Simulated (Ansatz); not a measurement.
Base system: WO3 (space group P6/mmm, No. 191; a = 7.3895 Å, c = 3.7995 Å).

Level of theory: PBEsol (Ansatz, an electronic-structure program, PAW, no spin-orbit coupling).

For the base:

The band gap is 0.61 eV, the electron mass is 0.16 mₑ along c, 0.33 mₑ across (at Γ) and the volume per atom is 14.97 Å³.

Modification: a negative pressure, −2 GPa.

Problem. Predict the new band gap.

Solution. The band gap falls by 0.01 eV (0.61 eV → 0.60 eV).

Problem. Predict the new electron mass.

Solution. The electron mass remains 0.16 mₑ along c, 0.33 mₑ across (at Γ).

Problem. What happens to the volume per atom?

Solution. The volume per atom increases by 0.17 Å³ (14.97 Å³ → 15.14 Å³).

Spin-orbit coupling, missing from the scalar runs, can matter with W. Load acts through the strain it causes; cell and atoms are relaxed under it. Effective masses come from finite differences of ±0.01 Å⁻¹. No phonon test of stability was made.
